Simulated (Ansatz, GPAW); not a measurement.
An Ansatz (a program for electronic structure) input for a self-consistent single point of AlN (P6_3mc, 4 atoms in the cell) (DFT, LDA (PW92), plane waves, default PAW files made with PBE):

Ansatz 0.2 input:
```yaml
crystal:
  lattice:
    - [3.09323700, 0.00000000, 0.00000000]
    - [-1.54661800, 2.67882100, 0.00000000]
    - [0.00000000, 0.00000000, 4.96026800]
  atoms:
    - { symbol: Al, position: [0.66666700, 0.33333300, 0.49929000] }
    - { symbol: Al, position: [0.33333300, 0.66666700, 0.99929000] }
    - { symbol: N, position: [0.66666700, 0.33333300, 0.88071000] }
    - { symbol: N, position: [0.33333300, 0.66666700, 0.38071000] }
kpoints:
  mp_grid: { grid: [6, 6, 4] }
hamiltonian:
  xc: lda
  pseudopotentials: { kind: paw }
scf:
  occupations: { method: fermi_dirac, width: 0.02 }
output:
  forces: true
  eigenvalues: true
  stress: true
```

**Question.** Write the same calculation as an input for GPAW.

**Answer.** One input that does it (others would too):

```python
from ase import Atoms
from ase.units import GPa
from gpaw import GPAW

atoms = Atoms(['Al', 'Al', 'N', 'N'],
              cell=[[3.093237, 0.000000, 0.000000],
                    [-1.546618, 2.678821, 0.000000],
                    [0.000000, 0.000000, 4.960268]],
              scaled_positions=[[0.666667, 0.333333, 0.499290],
                                [0.333333, 0.666667, 0.999290],
                                [0.666667, 0.333333, 0.880710],
                                [0.333333, 0.666667, 0.380710]],
              pbc=True)

calc = GPAW(mode={'name': 'pw', 'ecut': 900},
            xc='LDA',
            kpts={'size': (6, 6, 4), 'gamma': True},
            occupations={'name': 'fermi-dirac', 'width': 0.02},
            nbands=-8,
            convergence={'density': 1e-05, 'energy': 1e-05, 'bands': -6},
            symmetry={'symmorphic': False, 'tolerance': 0.0005},
            maxiter=100)

atoms.calc = calc

energy = atoms.get_potential_energy()
print('Energy (eV):', round(energy, 6))
forces = atoms.get_forces()
print('Forces (eV/Ang):')
print(forces.round(5))
stress = atoms.get_stress()
print('Stress (GPa, Voigt):', (stress / GPa).round(4))
```

Basis settings and potentials, where a program has them, do not carry over. This input uses DFT LDA (Perdew-Wang 92), plane waves, GPAW PAW datasets LDA (gpaw-data 1.0.1). LDA parametrisations can differ slightly between programs.

The starting cell comes from a database of computed structures (which also holds hypothetical and non-ambient phases and stackings), without a prior relaxation at this level. Its lattice was rescaled by a random factor within 2.5 % of one.
